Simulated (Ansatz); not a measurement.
Here is the system:

```xyz
2
Lattice="0.0000 2.1070 2.0860 2.1070 0.0000 2.0860 2.1070 2.1070 0.0000" Properties=species:S:1:pos:R:3 pbc="T T T"
Mg     0.0000     0.0000     0.0000
O      2.1070     2.1070     2.0860
```

No spin polarisation.

The values are results of PBEsol (Ansatz, a first-principles code; PAW; 420 eV plane waves; without spin-orbit coupling), not measurements. Settings: 13×13×13 k-points, 0.05 eV Fermi–Dirac smearing.

Problem. Predict the gap character, stress and band gap.

Solution. 
- Gap character: direct at Γ
- Stress (xx, yy, zz, yz, xz, xy; compression positive): (0.92, 0.92, 3.12, 0.00, 0.00, 0.00) GPa
- Band gap: 4.71 eV

The cells carry an imposed strain or load. No phonon test of stability was made. The cell was made from MgO in the rock salt structure (space group Fm-3m, No. 225) by this change: uniaxial strain ε_zz = −1.00 %.
